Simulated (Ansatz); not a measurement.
The starting structures come from a database of crystals and need not be the phases stable at ambient conditions.

By PBEsol, the system below comes out a metal.

Without scattering a metal conducts by its projected Fermi surface.

Given:

```
CELL_PARAMETERS angstrom
      4.10518     0.00000     0.00000
      0.00000     4.10518     0.00000
      0.00000     0.00000     2.80457
ATOMIC_POSITIONS crystal
  Al 0.50000 0.00000 0.50000
  Al 0.00000 0.50000 0.50000
  Cu 0.00000 0.00000 0.00000
```

Space group of this cell: P4/mmm. The cell is strained (lengths along the current scaled by 0.97, ions clamped); by PBEsol its mean pressure is 0.5 GPa.

The current flows along the normal of the first two printed cell vectors, the (001) (indices of the unstrained crystal) plane of the conventional cell. No spin-orbit coupling; the value is a mean over 0.1 eV about the Fermi level.

Q: Estimate the ballistic conductance per area that PBEsol in Ansatz (a program for electronic structure) returns for this system.

A: 0.84 × 10¹⁵ S/m² for both spins.
